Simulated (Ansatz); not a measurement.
Consider SnO₂ in the rutile structure (space group P4_2/mnm, No. 136).

```yaml
crystal:
  lattice:
    - [4.72236, 0.00000, 0.00000]
    - [0.00000, 4.72236, 0.00000]
    - [0.00000, 0.00000, 3.19034]
  atoms:
    - { symbol: Sn, position: [0.00000, 0.00000, 0.00000] }
    - { symbol: Sn, position: [0.50000, 0.50000, 0.50000] }
    - { symbol: O, position: [0.30607, 0.30607, 0.00000] }
    - { symbol: O, position: [0.80607, 0.19393, 0.50000] }
    - { symbol: O, position: [0.19393, 0.80607, 0.50000] }
    - { symbol: O, position: [0.69393, 0.69393, 0.00000] }
```

Method: DFT with LDA, PAW potentials and a 420 eV plane-wave cutoff in Ansatz (a quantum-chemistry and plane-wave program), no spin-orbit coupling.

Strains are applied to the cell and any free atomic positions relax.

One change was made to it. Results:

```tsv
quantity	base	after
energy relative to the base (free energy F)	0 meV/atom	+2.6 meV/atom
band gap	1.16 eV	1.37 eV
valence-band top at Γ (three highest levels, from the VBM)	0.00, -0.80, -0.80 eV	0.00, -0.82, -0.82 eV
width of the top valence band	1.28 eV	1.31 eV
```

Question: Name the change that was made.
(A) isotropic strain −0.60 %
(B) isotropic strain −1.20 %
(C) isotropic strain −3.00 %
(D) isotropic strain −1.80 %

Answer: A, isotropic strain −0.60 %. For comparison, the band gap in the other runs: isotropic strain −1.20 % gives 1.58 eV; isotropic strain −3.00 % gives 2.27 eV; isotropic strain −1.80 % gives 1.80 eV.

No phonon test of stability was made.
